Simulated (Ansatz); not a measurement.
PBE against r2SCAN: TiSi2, uniaxial strain ε_zz = −0.66 %

Start from TiSi$_{2}$ (space group Fddd, No. 70; a = 4.8062 Å, b = 8.2647 Å, c = 8.5654 Å). Axes: x, y, z lie along a, b, c of the conventional cell.

(Cell as relaxed with PBE.)

Levels (all Ansatz, a program for electronic structure, PAW): PBE (420 eV, no spin-orbit coupling); r2SCAN (500 eV, without spin-orbit coupling).

Each level relaxes its own structure.

```tsv
base	PBE	r2SCAN
volume per atom	14.18 Å³	13.96 Å³
band gap	zero	zero
```

The change: the cell is compressed by 0.66 % along z with no lateral relaxation; the atoms relax in the strained cell.

```json
[
 {"quantity": "shortest interatomic distance", "PBE": "2.524 Å", "r2SCAN": "2.509 Å"},
 {"quantity": "energy relative to the base (free energy F)", "PBE": "+0.7 meV/atom", "r2SCAN": "+0.8 meV/atom"},
 {"quantity": "band gap", "PBE": "zero", "r2SCAN": "zero"},
 {"quantity": "pressure (mean of the normal stresses, compression positive)", "PBE": "1.1 GPa", "r2SCAN": "1.2 GPa"}
]
```

PBE's shortest interatomic distance lies 0.015 Å above r2SCAN's (0.6 %); the two agree on the band gap. Neither level is exact; r2SCAN is the comparison here, not a measurement.

Without a gap, meshes like the base's 13×13×13 leave anisotropic stresses uncertain by several tenths of a GPa, and small strain energies with them. Whether these cells are dynamically stable was not tested. The final runs are not spin-polarised.
